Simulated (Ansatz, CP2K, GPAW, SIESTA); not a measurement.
# InSe (P-6m2, 8 atoms in the cell) computed with different codes at matched settings

Band-structure calculation.

```
CELL_PARAMETERS angstrom
      4.04733     0.00000     0.00000
     -2.02366     3.50509     0.00000
      0.00000     0.00000    18.05206
ATOMIC_POSITIONS crystal
  In 0.00000 0.00000 0.57739
  In 0.00000 0.00000 0.42261
  In 0.33333 0.66667 0.92261
  In 0.33333 0.66667 0.07739
  Se 0.66667 0.33333 0.85300
  Se 0.66667 0.33333 0.14700
  Se 0.33333 0.66667 0.64702
  Se 0.33333 0.66667 0.35298
```

Shared settings, as Ansatz (an electronic-structure program) writes them: kpoints.mp_grid.grid = 5 5 1; scf.occupations.method = fermi_dirac; scf.occupations.width = 0.01 eV. Potentials and cutoffs stand in the table.

```json
[
 {"code": "Ansatz", "model": "LDA (PW92), PAW files made with PBE", "gap along the path (eV)": "0.50", "smallest direct gap (eV)": "0.50", "cutoff": "420 eV"},
 {"code": "CP2K", "model": "LDA (Pade form), GPW, DZVP-MOLOPT-SR-GTH basis, GTH-PADE potentials (GTH_POTENTIALS)", "gap along the path (eV)": "0.48", "smallest direct gap (eV)": "0.48", "cutoff": "grid 500 Ry"},
 {"code": "SIESTA", "model": "LDA PW92, numerical atomic orbitals DZP, PseudoDojo LDA standard norm-conserving potentials (rewritten from UPF to PSML)", "gap along the path (eV)": "0.50", "smallest direct gap (eV)": "0.50", "cutoff": "grid 300 Ry"},
 {"code": "GPAW", "model": "LDA (Perdew-Wang 92), GPAW PAW datasets LDA (gpaw-data 1.0.1)", "gap along the path (eV)": "0.49", "smallest direct gap (eV)": "0.49", "cutoff": "550 eV"}
]
```

The spread over the programs that give each value: gap along the path within 0.02 eV; smallest direct gap within 0.02 eV.

CP2K and SIESTA use small atom-centred bases, whose incompleteness enters pressures, forces and empty levels differently from a plane-wave cutoff.

The starting cell comes from a database of computed structures (which also holds hypothetical and non-ambient phases and stackings), without a prior relaxation at this level.

Left out of this page: Quantum ESPRESSO (not drawn, or without a comparable value).

Keys are those of Ansatz 0.2.
